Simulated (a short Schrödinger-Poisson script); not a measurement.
Solved with a short Schrödinger-Poisson script written for these runs: one-band effective-mass equation with BenDaniel-Duke matching, electrons, heavy and light holes apart, hard walls at the outer ends, one valence edge for both holes (no strain splitting), no charge, excitons, band mixing or non-parabolicity; under a field the levels are quasi-bound states of a box, listed while three quarters of their weight lies within 4 nm of the wells.

Stack: single In0.1Ga0.9As/GaAs quantum well.

From the first side: 20 nm GaAs; 12 nm In0.1Ga0.9As; 20 nm GaAs.

The device is made up for the run: typed textbook-type constants, with dimensions and the other settings drawn at random. In0.1Ga0.9As: direct gap (eV) 1.324, conduction-band edge (eV) 0, electron mass (mₑ) 0.063, heavy-hole mass 0.37, light-hole mass 0.08. GaAs: direct gap (eV) 1.424, conduction-band edge (eV) 0.065, electron mass (mₑ) 0.067, heavy-hole mass 0.377, light-hole mass 0.09.

The valence-band edge of each layer lies one gap below its conduction-band edge. The electron's potential energy rises along the stack by the applied field. Mesh 0.03 nm at interfaces.

Question: Give the e1-hh1 transition at zero applied field (eV); the squared e1-hh1 overlap at zero applied field; the hh1 − lh1 (meV).

Answer: e1-hh1 transition at zero applied field (eV): 1.346; squared e1-hh1 overlap at zero applied field: 0.97; hh1 − lh1 (meV): 7.3. Excitons are left out, and strain enters only through the typed gaps and offsets, so measured lines lie elsewhere.
